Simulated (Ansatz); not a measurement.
BN (Fmm2, No. 42, 2 atoms in the cell; start mp-685145; a measured phase of this formula has another space group), treated with r²SCAN+rVV10 (plane waves, PAW; Ansatz, a quantum-chemistry and plane-wave program).

Settings: plane-wave cutoff 500 eV, 18×18×18 k mesh, Fermi–Dirac smearing 0.05 eV, scalar-relativistic PAW data made under PBE.

Cell (relaxed at this level):

Space group Fmm2 (No. 42); a = 2.5020 Å, b = 6.5860 Å, c = 4.3266 Å, α = 90.00°, β = 90.00°, γ = 90.00°

```json
[
 {"atom": "B", "site": "4a", "symmetry": "mm2", "x": "0.0000", "y": "0.0000", "z": "0.0001"},
 {"atom": "N", "site": "4a", "symmetry": "mm2", "x": "0.0000", "y": "0.0000", "z": "0.6666"}
]
```
(The calculation used a cell of 2 atoms; values per cell refer to that cell.)

Q: Estimate the band gap that the calculation returns.

A: 
band gap: 3.93 eV (on the SCF k mesh)

Note: the relaxation could not lower the start's symmetry, so the cell can be a saddle point above a distorted one.

It cost around 5 core-minutes (rough) of CPU time.

A start named mp-… is a Materials Project structure, which need not be a measured phase.
